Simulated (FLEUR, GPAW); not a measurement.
A GPAW input for a self-consistent single point of BiSbPd2 (P-6m2, 4 atoms in the cell) (DFT PBEsol, plane waves, GPAW PAW datasets PBEsol (made by gpaw-setup)):

```python
from ase import Atoms
from ase.units import GPa
from gpaw import GPAW, PW, FermiDirac

atoms = Atoms(['Sb', 'Bi', 'Pd', 'Pd'],
              cell=[[4.134362, 0.000000, 0.000000],
                    [-2.067181, 3.580462, 0.000000],
                    [0.000000, 0.000000, 5.616790]],
              scaled_positions=[[0.666667, 0.333333, 0.000000],
                                [0.000000, 0.000000, 0.500000],
                                [0.333333, 0.666667, 0.756510],
                                [0.333333, 0.666667, 0.243490]],
              pbc=True)

calc = GPAW(mode=PW(600),
            xc='PBEsol',
            kpts={'size': (6, 6, 4), 'gamma': True},
            occupations=FermiDirac(0.1),
            nbands=-12,
            convergence={'density': 1e-05},
            symmetry={'symmorphic': False, 'tolerance': 0.0005},
            maxiter=150,
            txt='-')

atoms.calc = calc

energy = atoms.get_potential_energy()
print('Energy (eV):', round(energy, 6))
forces = atoms.get_forces()
print('Forces (eV/Ang):')
print(forces.round(5))
stress = atoms.get_stress()
print('Stress (GPa, Voigt):', (stress / GPa).round(4))
```

Task: Write the same calculation as an input for FLEUR.

Result: This is the input that was run; spellings and numerical settings could be chosen otherwise.

Input of the input generator:

```
BiSbPd2 FLAPW
&input film=f /
4.1343616995 0.0000000697 0.0000000000
-2.0671809101 3.5804622254 0.0000000000
0.0000000000 0.0000000000 5.6167900000
1.8897261246
1.0 1.0 1.0

4
51 0.6666665833 0.3333334167 -0.0000000000
83 -0.0000000833 0.0000000833 0.5000000000
46 0.3333332500 0.6666667500 0.7565100000
46 0.3333332500 0.6666667500 0.2434900000

&comp jspins=1 /
&exco xctyp='PBEs' /
&kpt div1=6 div2=6 div3=4 gamma=t /
&end /
```

```xml
<?xml version="1.0" encoding="UTF-8" standalone="no"?>
<fleurInput fleurInputVersion="0.39">
   <comment>
      BiSbPd2 FLAPW                                                                                       
   </comment>
   <calculationSetup>
      <cutoffs Kmax="4.3" Gmax="17.2" GmaxXC="17.2" numbands="0"/>
      <scfLoop itmax="60" minDistance="0.00001" maxIterBroyd="15" imix="Anderson" alpha="0.05" precondParam="0.0" spinf="2.0"/>
      <coreElectrons ctail="T" frcor="F" kcrel="0" coretail_lmax="0"/>
      <xcFunctional name="PBEs" relativisticCorrections="F"/>
      <magnetism jspins="1"/>
      <soc l_soc="F" theta="0.0" phi="0.0" spav="F"/>
      <expertModes spex="0" secvar="F"/>
      <geometryOptimization l_f="T" forcealpha="1.0" forcemix="BFGS" epsdisp="0.00001" epsforce="0.00001"/>
      <ldaU l_linMix="F" mixParam="0.05" spinf="1.0"/>
   </calculationSetup>
   <cell>
      <bzIntegration valenceElectrons="62.0" mode="hist" fermiSmearingEnergy="0.00367493">
         <kPointListSelection listName="default-1"/>
         <!-- k-points included here -->
         <xi:include xmlns:xi="http://www.w3.org/2001/XInclude" href="kpts.xml"> </xi:include>
      </bzIntegration>
      <!-- symmetry operations included here -->
      <xi:include xmlns:xi="http://www.w3.org/2001/XInclude" href="sym.xml"> </xi:include>
      <bulkLattice scale="1.0">
         <bravaisMatrix>
            <row-1>    7.8128113120908047     0.0000001317139109     0.0000000000000000</row-1>
            <row-2>   -3.9064057700903736     6.7660930054818333     0.0000000000000000</row-2>
            <row-3>    0.0000000000000000     0.0000000000000000    10.6141947993920329</row-3>
         </bravaisMatrix>
      </bulkLattice>
   </cell>
   <atomSpecies>
      <species name="Antimony (Sb)" element="Sb" atomicNumber="51">
         <mtSphere radius="2.39" gridPoints="843" logIncrement="0.015"/>
         <atomicCutoffs lmax="10" lnonsphr="8"/>
         <electronConfig flipSpins="F">
            <coreConfig>(1s1/2) (2s1/2) (2p1/2) (2p3/2) (3s1/2) (3p1/2) (3p3/2) (4s1/2) (3d3/2) (3d5/2) (4p1/2) (4p3/2)</coreConfig>
            <valenceConfig>(5s1/2) (4d3/2) (4d5/2) (5p1/2) (5p3/2)</valenceConfig>
            <stateOccupation state="(5p1/2)" spinUp="0.5" spinDown="0.5"/>
            <stateOccupation state="(5p3/2)" spinUp="1.0" spinDown="1.0"/>
         </electronConfig>
         <energyParameters s="5" p="5" d="5" f="4"/>
         <lo type="SCLO" l="2" n="4" eDeriv="0"/>
      </species>
      <species name="Bismuth (Bi)" element="Bi" atomicNumber="83">
         <mtSphere radius="2.46" gridPoints="867" logIncrement="0.016"/>
         <atomicCutoffs lmax="10" lnonsphr="8"/>
         <electronConfig flipSpins="F">
            <coreConfig>(1s1/2) (2s1/2) (2p1/2) (2p3/2) (3s1/2) (3p1/2) (3p3/2) (4s1/2) (3d3/2) (3d5/2) (4p1/2) (4p3/2) (5s1/2) (4d3/2) (4d5/2) (5p1/2) (5p3/2) (4f5/2) (4f7/2)</coreConfig>
            <valenceConfig>(6s1/2) (5d3/2) (5d5/2) (6p1/2) (6p3/2)</valenceConfig>
            <stateOccupation state="(6p1/2)" spinUp="0.5" spinDown="0.5"/>
            <stateOccupation state="(6p3/2)" spinUp="1.0" spinDown="1.0"/>
         </electronConfig>
         <energyParameters s="6" p="6" d="6" f="5"/>
         <lo type="SCLO" l="2" n="5" eDeriv="0"/>
      </species>
      <species name="Palladium (Pd)" element="Pd" atomicNumber="46">
         <mtSphere radius="2.36" gridPoints="833" logIncrement="0.015"/>
         <atomicCutoffs lmax="10" lnonsphr="8"/>
         <electronConfig flipSpins="F">
            <coreConfig>(1s1/2) (2s1/2) (2p1/2) (2p3/2) (3s1/2) (3p1/2) (3p3/2) (4s1/2) (3d3/2) (3d5/2)</coreConfig>
            <valenceConfig>(4p1/2) (4p3/2) (5s1/2) (4d3/2) (4d5/2)</valenceConfig>
            <stateOccupation state="(5s1/2)" spinUp="0.5" spinDown="0.5"/>
            <stateOccupation state="(4d3/2)" spinUp="1.8" spinDown="1.8"/>
            <stateOccupation state="(4d5/2)" spinUp="2.7" spinDown="2.7"/>
         </electronConfig>
         <energyParameters s="5" p="5" d="4" f="4"/>
         <lo type="SCLO" l="1" n="4" eDeriv="0"/>
      </species>
   </atomSpecies>
   <atomGroups>
      <atomGroup species="Antimony (Sb)">
         <relPos label="                   1">-1.000/3.000 1.000/3.000 .0000000000</relPos>
         <force calculate="T" relaxXYZ="TTT"/>
      </atomGroup>
      <atomGroup species="Bismuth (Bi)">
         <relPos label="                   2">.0000000000 .0000000000 1.000/2.000</relPos>
         <force calculate="T" relaxXYZ="TTT"/>
      </atomGroup>
      <atomGroup species="Palladium (Pd)">
         <relPos label="                   3">1.000/3.000 -1.000/3.000 -.2434900000</relPos>
         <relPos label="                   4">1.000/3.000 -1.000/3.000 .2434900000</relPos>
         <force calculate="T" relaxXYZ="TTT"/>
      </atomGroup>
   </atomGroups>
   <output dos="F" band="F" slice="F">
      <checks vchk="F" cdinf="F"/>
      <bandDOS minEnergy="-.5*Htr" maxEnergy="0.5*Htr" sigma="0.015" storeEVData="T"/>
      <vacuumDOS vacdos="F" integ="F" star="F" nstars="0" locx1="0.0" locy1="0.0" locx2="0.0" locy2="0.0" nstm="0" tworkf="0.0"/>
      <unfoldingBand unfoldBand="F" supercellX="1" supercellY="1" supercellZ="1"/>
      <plotting iplot="0" polar="F">
         <plot TwoD="T" vec1="  1.0  0.0  0.0" vec2="  0.0  1.0  0.0" vec3="  0.0  0.0  1.0" zero="  0.0  0.0  0.0" file="plot"/>
      </plotting>
      <chargeDensitySlicing numkpt="0" minEigenval="0.0" maxEigenval="0.0" nnne="0" pallst="F"/>
      <specialOutput eonly="F"/>
      <magneticCircularDichroism mcd="F" energyLo="-10.0" energyUp="0.0"/>
   </output>
  <!-- We include the file relax.xml here to enable relaxations (see documentation) -->
  <xi:include xmlns:xi="http://www.w3.org/2001/XInclude" href="relax.xml"> <xi:fallback/> </xi:include>
</fleurInput>
```

Basis, cutoffs, solver keys and any potentials are the target program's own. This input uses DFT, PBEsol, all-electron FLAPW (FLEUR), scalar-relativistic valence. Both were run: largest force 0.017 eV/Å in GPAW and 0.010 in FLEUR.

On FLEUR: the starting cell comes from a database of computed structures (which also holds hypothetical and non-ambient phases and stackings), without a prior relaxation at this level. Its lattice was rescaled by a random factor within 2.5 % of one. Spin-orbit coupling is off. Spin polarisation is off. Values depend on the basis (sphere radii, cutoffs, local orbitals), which need not be converged.

On GPAW: the starting cell comes from a database of computed structures (which also holds hypothetical and non-ambient phases and stackings), without a prior relaxation at this level. Its lattice was rescaled by a random factor within 2.5 % of one. Spin-orbit coupling is off. Spin polarisation is off.
